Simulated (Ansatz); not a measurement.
# What tensor shear ε_xy = +0.29 % does to CuI

Take CuI in the zinc blende structure (space group F-43m, No. 216; a = 6.023 Å) as the base. Axes: x, y, z lie along the cube axes.

One thing is altered: a pure shear with ε_xy = ε_yx = 0.0029; the atoms relax in the strained cell.

The values are results of plane-wave PAW DFT at the r2SCAN level (Ansatz, a program for electronic structure, 500 eV), no SOC, not measurements. Γ-centred 10×10×10 mesh, Fermi–Dirac width 0.05 eV.

```csv
quantity,base,changed,shift
volume per atom,27.31 Å³,27.31 Å³,0.00 Å³
shortest interatomic distance,2.608 Å,2.608 Å,0.000 Å
energy relative to the base (free energy F),0 meV/atom,+0.1 meV/atom,+0.1 meV/atom
"pressure (mean of the normal stresses, compression positive)",0.0 kbar,0.0 kbar,0.0 kbar
band gap,1.67 eV,1.66 eV,-0.004 eV
gap character,direct at Γ,direct at Γ,–
electron mass,0.18 mₑ (at Γ),0.18 mₑ (at Γ),–
"valence-band top at Γ (three highest levels, from the VBM)","0.00, 0.00, 0.00 eV","0.00, 0.00, -0.01 eV",–
"valley order (the lowest conduction-band minima on the path, energy above the VBM, named in the base's zone)",Γ 1.67 eV; L along ⟨111⟩ 2.57 eV; X along ⟨100⟩ 2.90 eV,Γ 1.66 eV; L along [1-11] 2.54 eV; L along [11-1] 2.58 eV; X along [001] 2.89 eV,–
"stress (xx, yy, zz, yz, xz, xy; compression positive)",–,"(0.00, 0.00, 0.00, 0.00, 0.00, -0.13) GPa",–
```

Spin-orbit coupling, missing from the scalar runs, can matter with I. Masses are band curvatures over ±0.01 Å⁻¹ around the edge. Whether these cells are dynamically stable was not tested. The final runs are not spin-polarised. Labels are those of the standard path for the cell's own space group.
